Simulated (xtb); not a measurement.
xtb 6.7.1, GFN2-xTB: Sn(F)2(Br)(OEt) (CC[O][Sn]([F])([F])[Br]), 12 atoms. The geometry is a generated start, not checked to be a minimum at this level.

* **method**: GFN2-xTB
* **--acc**: 1 (default)
* **--etemp (K)**: 300 (default)
* **detailed input (--input)**: none: ANC optimiser, Lindh (1995) Hessian, microcycle=20, maxdispl=1.0, hlow=0.01 (default)
* **basis functions**: 45
* **valence electrons**: 44

```xyz
12

C      2.0888    -0.0438    -0.3048
C      0.6045    -0.3676    -0.5476
O     -0.0657     0.2465     0.5177
Sn    -2.0817     0.3633     0.6854
F     -2.6069     2.2703     0.9370
F     -2.8289    -0.2619    -1.0745
Br    -3.1569    -0.9071     2.5316
H      2.4743     0.6125    -1.0794
H      2.6710    -0.9595    -0.2683
H      2.1820     0.4641     0.6549
H      0.2813     0.0340    -1.5121
H      0.4381    -1.4508    -0.5398
```

The structure is relaxed from this start with --opt LEVEL for the levels crude, sloppy, loose, lax, normal, tight, vtight, extreme, once each. Up to the end of the extreme run atoms move by at most 1.7 Å along an axis.

**Question.** What is the loosest level that ends within 20 meV of the extreme run, and how many cycles does it take?

**Answer.** normal: 95 cycles against 113, ending 0.13 meV above.

```csv
level,cycles,energy above the extreme run (meV),gradient norm (eV/Å)
crude,1,230,0.16
sloppy,1,230,0.16
loose,1,230,0.16
lax,18,150,0.079
normal,95,0.13,0.024
tight,96,0.11,0.0077
vtight,110,under 0.01,0.0028
extreme,113,—,0.00099
```
